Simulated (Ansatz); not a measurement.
# HfO2: element substitutions

Consider HfO$_{2}$ in the rutile structure (space group P4_2/mnm, No. 136; a = 4.830 Å, c = 3.210 Å; a cell from a computed database, its experimental status unchecked).

Each row replaces one element on all its sites; cell and atoms are relaxed.

Level of theory: PBEsol/PAW in Ansatz (a quantum-chemistry and plane-wave program), no spin-orbit coupling.

```json
[
 {"change": "base", "band gap": "3.89 eV", "c/a ratio": "0.665", "volume per atom": "12.48 Å³"},
 {"change": "Hf → Ti", "band gap": "1.87 eV", "c/a ratio": "0.640", "volume per atom": "10.33 Å³"},
 {"change": "O → Te", "band gap": "zero", "c/a ratio": "0.568", "volume per atom": "31.19 Å³"},
 {"change": "O → S", "band gap": "0.26 eV", "c/a ratio": "0.606", "volume per atom": "22.09 Å³"}
]
```

Spin-orbit coupling, missing from the scalar runs, can matter with Hf and Te. Stability against distortions was not tested. As relaxed here, HfTe2 and HfS2 are hypothetical phases, not in the database extracts checked. All final runs are without spin polarisation. This is not the structure that HfO2 has at room temperature and ambient pressure. The zero or small gap of HfTe2 and HfS2 can change with the level of theory.
